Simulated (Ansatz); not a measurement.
Here is the system:

```yaml
crystal:
  lattice:
    - [0.00000, 2.95005, 2.95005]
    - [2.95005, 0.00000, 2.95005]
    - [2.95005, 2.95005, 0.00000]
  atoms:
    - { symbol: Ca, position: [0.00000, 0.00000, 0.00000] }
    - { symbol: Se, position: [0.50000, 0.50000, 0.50000] }
```

No spin polarisation.

Level of theory: PBE in Ansatz (plane waves to 420 eV, PAW, no spin-orbit coupling). k-mesh 10×10×10 (Γ-centred); smearing 0.05 eV (Fermi–Dirac).

Question: Predict the band gap and gap character.

Answer: 
```json
{
  "band_gap": "2.02 eV",
  "gap_character": "indirect, Γ → X"
}
```

Load acts through the strain it causes; cell and atoms are relaxed under it. Whether these cells are dynamically stable was not tested. The cell was made from CaSe in the rock salt structure (space group Fm-3m, No. 225) by this change: pressure 1.5 GPa.

Ansatz is a program for electronic structure.
